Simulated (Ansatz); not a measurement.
Cost and result by functional for the adsorption energy of H on the 1x1 (10-10) surface of wurtzite GaN (cut with top plane Ga + N), one in a 2x1 cell, started at the site 'hollow Ga', in Ansatz (plane waves, PAW). Single points on the PBE structure, on one kind of machine; costs are rough ratios of the slab run's core time (references not counted) to the cheapest single point. r2SCAN's cost holds its higher cutoff (500 against 420 eV). Differences are taken against r2SCAN for comparison alone: no measured value is at hand, so the table doesn't rank accuracy. The points keep PBE's geometry, so the relaxation of a polaron and the settling of charge on one site are left out.

Host crystal: wurtzite GaN, with a band gap (PBE, scalar-relativistic without spin-orbit coupling).

Slab: 33 atoms, 9.3 Å thick at the start under the adsorbate (thin: gaps and levels are the slab's own); k 3x4x1, smearing 0.01 eV, dipole-corrected; 16 atoms held, the rest relaxed; held to the start's symmetry, so lower structures may exist; spin-polarised, ending with about 0.8 μB a cell, a value that depends on the mesh; orders that need a larger cell were not tried, no spin-orbit, no U, no dispersion correction. The slab shows no gap over 0.04 eV on its mesh. At the end it is bonded to N. In PBE it is, or lies within 0.03 eV of, the lowest of the starts that converged. These notes are the PBE run's. r2SCAN: The program's check for a lower electronic state was not made. Adsorption energies are against ½ H2(g). A negative adsorption energy means that the adsorbate is more stable on the surface than in its reference.

| functional | relative cost | adsorption energy (eV) | less r2SCAN (eV) |
|---|---|---|---|
| RPBE | 1 | -0.54 | 0.14 |
| r2SCAN | 2 | -0.68 | 0.00 |
| PBE (the relaxed run's value) | – | -0.61 | 0.07 |

The values span 0.14 eV, while the single points' costs differ by a factor of roughly 2. Differences are of unrounded values.

Ansatz is an electronic-structure program.
